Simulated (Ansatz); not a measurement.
This Ansatz (a program for electronic structure) input is the reference run, Be in the hcp (Mg type) structure (space group P6_3/mmc, No. 194), computed with DFT with r2SCAN, PAW potentials and a 500 eV plane-wave cutoff in Ansatz, no spin-orbit coupling, earlier PAW set:

Ansatz 0.2 input:
```yaml
crystal:
  lattice:
    - [2.2631489531, 0, 0]
    - [-1.1315744765, 1.9599444859, 0]
    - [0, 0, 3.563128069]
  atoms:
    - { symbol: Be, position: [0.3333333333, 0.6666666667, 0.75] }
    - { symbol: Be, position: [0.6666666667, 0.3333333333, 0.25] }
basis: { ecutwfc: 500, ecutrho_ratio: 4, xc_grid: 4, fft_grid_basis: typed }
kpoints: { mp_grid: { grid: [23, 23, 13] } }
hamiltonian:
  xc: r2scan
  dispersion: none
  pseudopotentials: { azcp: { folder: ./paw }, kind: paw }
scf: { occupations: { method: fermi_dirac, width: 0.05 }, convergence: { dr2_threshold: 0.0000000002 } }
output: { forces: true, stress: true }
checkpoint: { write: state.ck, write_every: 1000 }
```

Question: Write the input for this change: a free-standing slab of 3 layers (3 atoms, 1 a layer) is cut normal to the z axis, with 15 Å of vacuum and the in-plane cell held at bulk.

Answer: 
Ansatz 0.2 input:
```yaml
crystal:
  lattice:
    - [2.2631489531, 0, 0]
    - [1.1315744765, 1.9599444859, 0]
    - [0, 0, 18.563128069]
  atoms:
    - { symbol: Be, position: [0.6666666667, 0.6666666667, 0.4040267336] }
    - { symbol: Be, position: [0.3333333333, 0.3333333333, 0.5] }
    - { symbol: Be, position: [0.6666666667, 0.6666666667, 0.5959732664] }
basis: { ecutwfc: 500, ecutrho_ratio: 4, xc_grid: 4, fft_grid_basis: typed }
kpoints: { mp_grid: { grid: [23, 23, 1] } }
hamiltonian:
  xc: r2scan
  dispersion: none
  pseudopotentials: { azcp: { folder: ./paw }, kind: paw }
scf: { occupations: { method: fermi_dirac, width: 0.05 }, convergence: { dr2_threshold: 0.0000000003 } }
relax: { f_tol: 0.01, max_steps: 50 }
output: { forces: true, stress: true }
checkpoint: { write: state.ck, write_every: 1000 }
```
This is the input that was run; other choices of cell and start would serve too.

Whether these cells are dynamically stable was not tested.
